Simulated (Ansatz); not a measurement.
Bulk modulus of Ta2B2Si (model structure, started from the Ti2InB2 type, P-6m2, No. 187, 5 atoms in the cell) at several levels of theory

No measured value is used here.

| level (code) | value (GPa) | cell (Å³/atom) |
|---|---|---|
| LDA (Ansatz) | 261 | 11.54 |
| PBE (Ansatz) | 238 | 12.03 |
| PBEsol (Ansatz) | 251 | 11.76 |
| r²SCAN (Ansatz) | 250 | 11.89 |

Density-functional levels without +SOC have no spin–orbit coupling. LDA, PBE, PBEsol, r²SCAN: the bulk modulus is −V dP/dV from two relaxed cells at ±2 % in volume. Each level is taken at its own relaxed cell. Cutoffs differ between the levels. Ansatz's density-functional and Hartree–Fock values are scalar-relativistic unless marked +SOC, with PAW data made under PBE.

A model structure was made by putting elements into a prototype or built by hand; it is no filed structure, need not be a known phase, and can be a saddle point held by its symmetry.

Ansatz is a program for electronic structure.
